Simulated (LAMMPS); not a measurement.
MD of Ni (fcc) at zero pressure, 2048 atoms, as a crystal; each row is its own run.

Computed with classical MD, pair style adp, file Ni.adp, run in LAMMPS.

```
T (K)  volume (Å³/atom)
-----  ----------------
200              10.952
300              10.978
780              11.120
1300             11.315
1560             11.439
1810             11.582
2070             11.780
```

### Question
Fit a straight line, y = a + b x, to these rows (x is the first column, y the second) and predict the run at x = 1040.

### Answer
Least squares gives a = 10.828 and b = 0.0004199. At x = 1040 the fit predicts 11.265 Å³/atom. The run itself gave 11.2100 ± 0.0003 Å³/atom, so the fit is 0.49 % high.

Caution (row 2070): this crystal lies over the melting point of about 1800 K that EAM-type Ni.adp gives, so it is superheated.
